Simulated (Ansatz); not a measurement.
```xyz
4
Lattice="2.4454 0.0000 0.0000 -1.2227 2.1178 0.0000 0.0000 0.0000 4.0499" Properties=species:S:1:pos:R:3 pbc="T T T"
B      0.0000     1.4118     0.0028
B      1.2227     0.7059     2.0277
N      0.0000     1.4118     1.5159
N      1.2227     0.7059     3.5408
```

Computed with PBE, rigid bands (plane waves, PAW, scalar-relativistic; Ansatz, an electronic-structure program). Condition of this run: hydrostatic pressure of 54 GPa (compression positive) (the target of the relaxation). How the cell was made: cell and atoms relaxed with PBEsol, then loaded as said.

Task: Predict the electron conductivity mass (n e² τ/σ) at 300 K, by direction if it differs.

Result: 0.48 (x), 0.48 (y), 0.29 (z) mₑ.

Task: What conductivity effective mass do dilute holes have at 300 K?

Result: 0.82 (x), 0.82 (y), 1.23 (z) mₑ.

Task: And the band gap?

Result: 4.92 eV at this level; semilocal functionals usually fall short of the measured gap.

Rigid bands, one relaxation time for all states, no polarons. Spin-orbit coupling is left out. Geometry: cell and atoms relaxed with PBEsol.
